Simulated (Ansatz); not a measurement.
For PbS (Cmcm, No. 63, 4 atoms in the cell; start mp-1018115; high-pressure phase), LDA (Ansatz, an electronic-structure program, plane waves, PAW) gives:

- equilibrium volume per atom: 24.25 Å³/atom
- enthalpy of formation: -0.522 eV/atom

Problem. What does r²SCAN-D4 in Ansatz (plane waves, PAW) give for the same quantities?

Solution. 
- equilibrium volume per atom: 26.08 Å³/atom (goes up by 7.5 %)
- formation enthalpy: -0.658 eV/atom (moves by -0.136 eV/atom)

Changes are worked out from the printed values.

Unless a cell is named, each level is at its own relaxed cell (LDA 24.25, r²SCAN-D4 26.08 Å³/atom).

Levels without +SOC leave out spin–orbit coupling, which shifts energies and cells of such heavy elements.

Caveats: the relaxation could not lower the start's symmetry, so the cell can be a saddle point above a distorted one (LDA, r²SCAN-D4). Ansatz's density-functional and Hartree–Fock values are scalar-relativistic unless marked +SOC, with PAW data made under PBE.

A start named mp-… is a Materials Project structure, which need not be a measured phase.
